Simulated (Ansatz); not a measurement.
# Phonon-limited transport in Nb$_{2}$GaC (P6_3/mmc)

Given:

```xyz
8
Lattice="3.1183 0.0000 0.0000 -1.5591 2.7005 0.0000 0.0000 0.0000 13.4685" Properties=species:S:1:pos:R:3 pbc="T T T"
Nb     1.5591     0.9002    12.2591
Nb     0.0000     1.8003     1.2094
Nb     0.0000     1.8003     5.5248
Nb     1.5591     0.9002     7.9437
Ga     1.5591     0.9002     3.3671
Ga     0.0000     1.8003    10.1014
C      0.0000     0.0000     0.0000
C      0.0000     0.0000     6.7342
```

Level of theory: PBEsol, DFPT electron-phonon coupling, linearised Boltzmann equation (plane waves, PAW, scalar-relativistic; Ansatz, a first-principles code). Geometry: relaxed with this functional, without spin-orbit coupling.

```json
{
 "resistivity at 300 K": "16.7 (x), 16.7 (y), 40 (z) μΩ·cm",
 "electron-phonon coupling λ": "0.38",
 "transport coupling λ_tr": "0.43 (x), 0.43 (y), 0.39 (z)",
 "logarithmic_mean_phonon_energy": "23 meV",
 "density of states at the Fermi level": "1.86 states/(eV·spin·cell)"
}
```

A metal at this level (no band gap). Only scattering by harmonic phonons is included (no impurities, grain boundaries, electron-electron scattering or thermal expansion). Spin-orbit coupling is left out. Halving the electron mesh (32x32x8) moves the resistivity by up to 5 % at 300 K, the coupling by up to 2 %. Smearing 0.20 eV; phonons on a 5x5x1 q mesh, which this run doesn't test and which matters most at low temperature.

Computed structure with no diffraction record at hand here (it may be known, metastable or hypothetical): Nb2GaC (P6_3/mmc).
